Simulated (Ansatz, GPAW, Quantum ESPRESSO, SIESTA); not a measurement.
## One structure in several programs: MgCd₃ (Imm2, 4 atoms in the cell)

Self-consistent single point.

```yaml
crystal:
  lattice:
    - [-1.59338, 5.08691, 2.65903]
    - [1.59338, -5.08691, 2.65903]
    - [1.59338, 5.08691, -2.65903]
  atoms:
    - { symbol: Mg, position: [0.66564, 0.66564, 0.00000] }
    - { symbol: Cd, position: [0.16875, 0.66875, 0.50000] }
    - { symbol: Cd, position: [0.74811, 0.99947, 0.74864] }
    - { symbol: Cd, position: [0.25083, 0.99947, 0.25136] }
```

Shared settings, as Ansatz (an electronic-structure program) writes them: kpoints.mp_grid.grid = 3 3 3; scf.occupations.method = fermi_dirac; scf.occupations.width = 0.05 eV. Potentials and cutoffs stand in the table.

```json
[
 {"code": "Quantum ESPRESSO", "model": "PBEsol, GBRV 1.5 ultrasoft (PBESOL) pseudopotentials", "pressure (GPa)": "-1.51", "largest force (eV/Å)": "0.018", "cutoff": "40 Ry"},
 {"code": "Ansatz", "model": "PBEsol, PAW files made with PBE", "pressure (GPa)": "-1.32", "largest force (eV/Å)": "0.017", "cutoff": "420 eV"},
 {"code": "SIESTA", "model": "GGA PBEsol, numerical atomic orbitals DZP, PseudoDojo PBEsol standard norm-conserving potentials (rewritten from UPF to PSML)", "pressure (GPa)": "-6.42", "largest force (eV/Å)": "0.140", "cutoff": "grid 350 Ry"},
 {"code": "GPAW", "model": "PBEsol, GPAW PAW datasets PBEsol (made by gpaw-setup)", "pressure (GPa)": "-1.68", "largest force (eV/Å)": "0.020", "cutoff": "800 eV"}
]
```

Size of the force on each atom (eV/Å): Sizes of forces hide their directions.

```
code                Mg1    Cd2    Cd3    Cd4
----------------  -----  -----  -----  -----
Quantum ESPRESSO  0.018  0.006  0.016  0.016
Ansatz            0.017  0.008  0.014  0.014
SIESTA            0.015  0.072  0.139  0.140
GPAW              0.020  0.001  0.011  0.011
```

The spread over the programs that give each value: pressure within 5.10 GPa; largest force within 0.123 eV/Å.

SIESTA uses small atom-centred bases, whose incompleteness enters pressures, forces and empty levels differently from a plane-wave cutoff. Ansatz's pressure is given at a fixed set of plane waves, as the other plane-wave codes print theirs. In the pressure, SIESTA (by 4.91) lies more than 1 GPa from the median of the plane-wave programs. In the force vectors, SIESTA (by 0.143) lies more than 0.08 eV/Å from the median of the plane-wave programs.

On the base mesh (7 7 7) the same programs gave: Ansatz pressure -1.98 GPa; Quantum ESPRESSO pressure -2.19 GPa; GPAW pressure -2.33 GPa; SIESTA pressure -7.22 GPa.

The values differ from the base mesh's, so the mesh still matters here: the table compares the programs at equal settings.

The starting cell comes from a database of computed structures (which also holds hypothetical and non-ambient phases and stackings), without a prior relaxation at this level. Its lattice was rescaled by a random factor within 2.5 % of one.

Left out of this page: CP2K (unsound by tests on forces, stress, charge or solver warnings); Elk and FLEUR (not drawn, or without a comparable value).

Keys are those of Ansatz 0.2.
